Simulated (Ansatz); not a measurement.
Band structure of Rb (Im-3m, 1 atom in the cell).

```
CELL_PARAMETERS angstrom
     -2.78262     2.78262     2.78262
      2.78262    -2.78262     2.78262
      2.78262     2.78262    -2.78262
ATOMIC_POSITIONS crystal
  Rb 0.00000 0.00000 0.00000
```

Method: PBE, PAW files (plane waves; Ansatz, an electronic-structure program).

Settings: basis.ecutwfc = 30.9 Ry; kpoints.mp_grid.grid = 11 11 11; hamiltonian.xc = pbe; hamiltonian.pseudopotentials = {kind: paw} (the program's default PAW files); scf.occupations.method = gaussian; scf.occupations.width = 0.02 Ry; kpoints.band_path.npoints = 8.

The starting cell has typed, rounded lattice constants, without a prior relaxation at this level. Its lattice was rescaled by a random factor within 2.5 % of one.

Levels in eV from the Fermi level, bands 1 to 8:
```json
[
 {"point": "Γ", "1": "-28.87", "2": "-12.91", "3": "-12.91", "4": "-12.91", "5": "-2.04", "6": "3.73", "7": "3.73", "8": "3.73"},
 {"point": "H", "1": "-28.86", "2": "-12.99", "3": "-12.99", "4": "-12.99", "5": "1.22", "6": "1.22", "7": "3.39", "8": "3.39"},
 {"point": "N", "1": "-28.87", "2": "-13.03", "3": "-12.95", "4": "-12.91", "5": "0.23", "6": "0.82", "7": "2.59", "8": "4.37"},
 {"point": "P", "1": "-28.87", "2": "-12.97", "3": "-12.97", "4": "-12.97", "5": "1.32", "6": "1.32", "7": "1.32", "8": "2.75"}
]
```

Bands cross the Fermi level along this path, so the cell is metallic at this level.

Keys are those of Ansatz 0.2.
